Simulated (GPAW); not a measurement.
Band structure of Sr (P6_3/mmc, 2 atoms in the cell).

```
CELL_PARAMETERS angstrom
      4.25862     0.00000     0.00000
     -2.12931     3.68807     0.00000
      0.00000     0.00000     6.97482
ATOMIC_POSITIONS crystal
  Sr 0.33333 0.66667 0.25000
  Sr 0.66667 0.33333 0.75000
```

Method: PBEsol, GPAW PAW datasets PBEsol (made by gpaw-setup) (plane waves; GPAW).

Settings: mode = pw; ecut = 550 eV; xc = PBEsol; kpts = 12 12 7; mesh shift (steps) = 0 0 0; occupations.name = methfessel-paxton; occupations.width = 0.272 eV; occupations.order = 0; nbands = -8; convergence.density = 1e-05 e/electron; convergence.energy = 1e-05 eV/electron; symmetry.symmorphic = false; symmetry.tolerance = 0.0005; maxiter = 150.

The starting cell comes from a database of computed structures (which also holds hypothetical and non-ambient phases and stackings), without a prior relaxation at this level. Its lattice was rescaled by a random factor within 2.5 % of one.

Levels in eV from the Fermi level, bands 7 to 14:
| point | 7 | 8 | 9 | 10 | 11 | 12 | 13 | 14 |
|---|---|---|---|---|---|---|---|---|
| Γ | -18.40 | -18.39 | -3.65 | -1.13 | 0.07 | 2.33 | 2.34 | 2.34 |
| M | -18.44 | -18.42 | -1.10 | -0.52 | 0.11 | 0.28 | 1.33 | 1.90 |
| K | -18.47 | -18.47 | -0.22 | -0.22 | -0.08 | 0.40 | 1.37 | 1.37 |
| A | -18.41 | -18.41 | -2.71 | -2.71 | 1.30 | 1.30 | 2.34 | 2.34 |
| L | -18.45 | -18.45 | -0.79 | -0.79 | 0.26 | 0.26 | 1.36 | 1.36 |
| H | -18.43 | -18.43 | 0.15 | 0.15 | 0.28 | 0.28 | 0.46 | 0.46 |

Bands cross the Fermi level along this path, so the cell is metallic at this level.
